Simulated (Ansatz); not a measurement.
For CaO (model structure, F-43m, No. 216, 2 atoms in the cell), PBEsol (Ansatz, a first-principles code, plane waves, PAW) gives:

lattice constant a: 5.180 Å
bulk modulus B0: 81.9 GPa
cohesive energy: 5.57 eV/atom
band gap: 3.27 eV

Problem. What does r²SCAN (plane waves, PAW; Ansatz) give for the same quantities?

Solution. 
- lattice constant a: 5.213 Å (grows by 0.6 %)
- bulk modulus: 82.7 GPa (goes up by 1.0 %)
- cohesive energy: 5.43 eV/atom (falls by 0.14 eV/atom)
- band gap: 3.76 eV (goes up by 0.49 eV)

Changes are worked out from the printed values.

Unless a cell is named, each level is at its own relaxed cell (PBEsol 17.37, r²SCAN 17.70 Å³/atom).

Density-functional gaps are differences of (generalised) Kohn–Sham levels.

Caveats: the bulk modulus is −V dP/dV from two relaxed cells at ±2 % in volume (PBEsol, r²SCAN). Ansatz's density-functional and Hartree–Fock values are scalar-relativistic unless marked +SOC, with PAW data made under PBE.

A model structure was made by putting elements into a prototype or built by hand; it is no filed structure, need not be a known phase, and can be a saddle point held by its symmetry.
